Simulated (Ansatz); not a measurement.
An ideal cubic perovskite cell is held by its symmetry; such compounds can tilt or shift off centre at room temperature. The starting structures come from a database of crystals and need not be the phases stable at ambient conditions.

 Where the default PAW files enter, the runs use the earlier of Ansatz's two default sets.

Tunnelling through a barrier is set by its complex band structure: the current falls as exp(−2κd) with the smallest κ.

Data:

```xyz
5
Lattice="7.4450 0.0000 0.0000 -3.7225 6.4475 0.0000 3.7225 2.1492 3.0394" Properties=species:S:1:pos:R:3 pbc="T T T"
Cs     0.0000     0.0000     0.0000
Cd     0.0000     4.2984     1.5197
Cl     1.8612     3.2238     0.0000
Cl     3.7225     0.0000     0.0000
Cl    -1.8612     3.2238     0.0000
```

Space group of this cell: Pm-3m, cubic perovskite. The cell is taken as given.

Transport runs along the normal of the first two printed cell vectors, the (111) plane of the conventional cell.

No gap correction and no spin-orbit coupling; mid-gap values are interpolated between computed energies.

Q: Compute, with r2SCAN run with Ansatz (a quantum-chemistry and plane-wave program), the band gap and the smallest decay constant κ at mid-gap.

A: Gap 2.47 eV on a 10×10×10 mesh; κ = 0.239 1/Å, at the zone centre.
